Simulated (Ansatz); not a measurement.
SrInHO2 (model structure, started from the SrVO2H type, P4/mmm, No. 123, 5 atoms in the cell) was calculated with r²SCAN in Ansatz (PAW).

Numerical settings: plane-wave cutoff 560 eV, 8×8×10 k mesh (along the axes of the cell as run), Fermi–Dirac smearing 0.01 eV, scalar-relativistic PAW data made under PBE.

Cell (relaxed with PBEsol):

```cif
data_HInO2Sr
_chemical_formula_sum 'Sr1 In1 O2 H1'
_space_group_name_H-M_alt 'P4/mmm'
_space_group_IT_number 123
_space_group_name_Hall '-P 4 2'
_cell_length_a 4.24641
_cell_length_b 4.24641
_cell_length_c 3.71758
_cell_angle_alpha 90.000
_cell_angle_beta 90.000
_cell_angle_gamma 90.000
loop_
_atom_site_label
_atom_site_type_symbol
_atom_site_symmetry_multiplicity
_atom_site_Wyckoff_symbol
_atom_site_fract_x
_atom_site_fract_y
_atom_site_fract_z
_atom_site_occupancy
Sr1 Sr 1 d 0.50000 0.50000 0.50000 1
In1 In 1 a 0.00000 0.00000 0.00000 1
O1 O 2 f 0.00000 0.50000 0.00000 1
H1 H 1 b 0.00000 0.00000 0.50000 1
```

**Question.** What does this level give for the band gap, smallest direct gap on the k points sampled and direct gap at Γ?

**Answer.** 
band gap: 1.54 eV
smallest direct gap on the k points sampled: 2.50 eV
direct gap at Γ: 5.70 eV

Note: the relaxation could raise the start's symmetry but not lower it, so the cell can be a saddle point; cell and atoms aren't relaxed at this level (pressure 0.9 GPa).

Spin–orbit coupling is not included.

Static lattice: no zero-point or thermal effects.

The result took around 18 core-seconds (rough).

A model structure was made by putting elements into a prototype or built by hand; it is no filed structure, need not be a known phase, and can be a saddle point held by its symmetry.

Ansatz is a first-principles code.
